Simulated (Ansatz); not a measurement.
The reference is GaN in the zinc blende structure (space group F-43m, No. 216; a = 4.549 Å).

Level of theory: PBE/PAW in Ansatz (an electronic-structure program), no SOC.

Strains are applied to the cell and any free atomic positions relax.

One change was made to it. Results:

| quantity | base | after |
|---|---|---|
| electron mass | 0.14 mₑ (at Γ) | 0.095 mₑ (at Γ) |
| band gap | 1.54 eV | 0.98 eV |
| width of the top valence band | 3.50 eV | 3.11 eV |
| energy relative to the base (free energy F) | 0 meV/atom | +46 meV/atom |

Task: Which of these changes matches the shifts?
A. isotropic strain −0.50 %
B. isotropic strain +0.50 %
C. isotropic strain −2.50 %
D. isotropic strain +2.00 %
E. isotropic strain +3.00 %

Result: E, isotropic strain +3.00 %. For comparison, the band gap in the other runs: isotropic strain +0.50 % gives 1.45 eV; isotropic strain −0.50 % gives 1.64 eV; isotropic strain −2.50 % gives 2.03 eV; isotropic strain +2.00 % gives 1.16 eV.

Effective masses come from finite differences of ±0.01 Å⁻¹. Whether these cells are dynamically stable was not tested. This is not the structure that GaN has at room temperature and ambient pressure.
